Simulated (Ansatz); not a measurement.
**Short convergence ladders for a (001) slab of ScAg2 (cut from a parent of space group no. 139; 6 atoms in the cell)**

```
CELL_PARAMETERS angstrom
      3.54887     0.00000     0.00000
      0.00000     3.54887     0.00000
      0.00000     0.00000    21.46061
ATOMIC_POSITIONS crystal
  Sc 0.00000 0.00000 0.60430
  Ag 0.50000 0.50000 0.67382
  Ag 0.00000 0.00000 0.32618
  Sc 0.50000 0.50000 0.39570
  Ag 0.00000 0.00000 0.46522
  Ag 0.50000 0.50000 0.53478
```

Base method: PBEsol, default PAW files made with PBE (plane waves; Ansatz, a first-principles code).

Base settings: basis.ecutwfc = 420 eV; kpoints.mp_grid.grid = 9 9 1; hamiltonian.xc = pbesol; hamiltonian.pseudopotentials = {kind: paw} (the program's default PAW files); scf.occupations.method = fermi_dirac; scf.occupations.width = 0.1 eV.

The count of work is k-points × plane waves × bands × iterations; it is no time. Core times come from one kind of shared machine, to one figure; runs under 30 s give none.

**The vacuum**

The mesh stays at the base's, so the ladder's end is converged at best in this setting alone.

Only quantities that move along the ladder and can be compared are tabulated.

```tsv
vacuum between outermost atoms (Å)	free energy less the last step's (meV/atom)	largest difference of a force vector from the last step's (eV/Å)	count of work / last
3.0	-109.47	0.572	0.25
4.0	-23.72	0.216	0.31
5.0	-4.23	0.056	0.33
6.0	-0.64	0.012	0.36
7.0	-0.15	0.004	0.39
8.0	-0.06	0.001	0.41
10.0	-0.01	0.000	0.47
12.0	0.00	0.000	0.52
14.0	0.00	0.000	0.58
17.0	0.00	0.000	0.65
20.0	0.00	0.000	0.74
25.0	0.00	0.000	0.77
30.0	0.00	0.000	1.0
```

Smallest vacuum between outermost atoms (Å) that holds the forces within 0.02 eV/Å of the last step, with all finer ones: 6.0, at 0.36 of the last step's count of work; the step before is off by 0.056 eV/Å.

Smallest vacuum between outermost atoms (Å) that holds the free energy within 1 meV/atom of the last step, with all finer ones: 6.0, at 0.36 of the last step's count of work; the step before is off by 4.2 meV/atom.

**The k-point mesh**

Only quantities that move along the ladder and can be compared are tabulated.

```tsv
kpoints.mp_grid.grid	free energy less the last step's (meV/atom)	largest difference of a force vector from the last step's (eV/Å)	count of work / last	core time / last (rough)
2 2 1	16.11	0.207	0.033	–
3 3 1	32.40	0.345	0.033	–
4 4 1	-6.89	0.239	0.066	–
5 5 1	2.70	0.038	0.066	–
6 6 1	-0.82	0.078	0.098	–
7 7 1	0.71	0.035	0.11	–
8 8 1	-0.02	0.010	0.16	–
9 9 1	-0.36	0.012	0.16	–
11 11 1	0.23	0.004	0.23	–
13 13 1	0.13	0.002	0.31	–
15 15 1	-0.12	0.001	0.40	–
17 17 1	-0.01	0.000	0.49	0.5
20 20 1	-0.01	0.000	0.73	0.7
24 24 1	0.00	0.000	1.0	1
```

Coarsest kpoints.mp_grid.grid that holds the free energy within 5 meV/atom of the last step, with all finer ones: 5 5 1, at 0.066 of the last step's count of work; the step before is off by 6.9 meV/atom.

Coarsest kpoints.mp_grid.grid that holds the forces within 0.005 eV/Å of the last step, with all finer ones: 11 11 1, at 0.23 of the last step's count of work; the step before is off by 0.012 eV/Å.

**The plane-wave cutoff**

The mesh stays at the base's, so the ladder's end is converged at best in this setting alone.

Only quantities that move along the ladder and can be compared are tabulated.

```csv
basis.ecutwfc,free energy less the last step's (meV/atom),largest difference of a force vector from the last step's (eV/Å),count of work / last
210 eV,5261.58,0.721,0.14
250 eV,1008.15,0.078,0.16
295 eV,119.15,0.014,0.20
355 eV,3.52,0.001,0.28
420 eV,1.17,0.000,0.35
505 eV,0.33,0.000,0.47
630 eV,0.13,0.000,0.65
840 eV,0.00,0.000,1.0
```

Coarsest basis.ecutwfc that holds the free energy within 2 meV/atom of the last step, with all finer ones: 420 eV, at 0.35 of the last step's count of work; the step before is off by 3.5 meV/atom.

Coarsest basis.ecutwfc that holds the forces within 0.02 eV/Å of the last step, with all finer ones: 295 eV, at 0.20 of the last step's count of work; the step before is off by 0.078 eV/Å.

On the base run: the starting cell comes from a database of computed structures (which also holds hypothetical and non-ambient phases and stackings), without a prior relaxation at this level. The slab is cut from that crystal, and its faces are unrelaxed. Its lattice was rescaled by up to half a per cent.

Left out of this page: 1 run of the series outside the window shown, repeating another row's setting, or not comparable.

Keys are those of Ansatz 0.2.
